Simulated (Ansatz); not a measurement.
**How far to go with zone-centre phonons against the mesh: WC (P-6m2, 2 atoms in the cell)**

```
CELL_PARAMETERS angstrom
      1.46227    -2.53274     0.00000
      1.46227     2.53274     0.00000
      0.00000     0.00000     2.85420
ATOMIC_POSITIONS crystal
  W  0.00000 0.00000 0.00000
  C  0.33333 0.66667 0.50000
```

Method of the run: LDA (PW92), PAW files made with PBE (plane waves; Ansatz, a quantum-chemistry and plane-wave program).

Base settings: basis.ecutwfc = 30.9 Ry; kpoints.mp_grid.grid = 13 13 12; hamiltonian.xc = lda; hamiltonian.pseudopotentials = {kind: paw} (the program's default PAW files); scf.occupations.method = gaussian; scf.occupations.width = 0.0073 Ry.

In this ladder: phonons.method = dfpt.

Frequencies are those of the unrelaxed cell, without the LO-TO term of polar crystals.

Only quantities that move along the ladder and can be compared are tabulated.

Core times come from one kind of shared machine, to one figure; runs under 30 s give none.

The starting cell has typed, rounded lattice constants, without a prior relaxation at this level. Its lattice was rescaled by up to half a per cent. Spin polarisation is off. In the base run, with a pressure of about -17 GPa the cell is away from its equilibrium volume at this level.

Steps (kpoints.mp_grid.grid): 4 4 3; 4 4 4; 5 5 5; 7 7 6; 8 8 7; 10 10 9; 12 12 11; 15 15 14; 19 19 17; 24 24 21; 29 29 26.

**Question.** What is the coarsest kpoints.mp_grid.grid that holds the highest zone-centre frequency within 10 cm⁻¹ of the last step, with all finer ones?

**Answer.** 8 8 7; the step before is off by 14 cm⁻¹.

```csv
kpoints.mp_grid.grid,highest zone-centre frequency (cm⁻¹),core time / last (rough)
4 4 3,532.4,–
4 4 4,479.0,–
5 5 5,622.6,–
7 7 6,602.2,–
8 8 7,582.2,–
10 10 9,596.3,–
12 12 11,593.9,–
15 15 14,595.2,0.1
19 19 17,590.1,0.2
24 24 21,590.4,0.4
29 29 26,588.4,1
```

Keys are those of Ansatz 0.2.
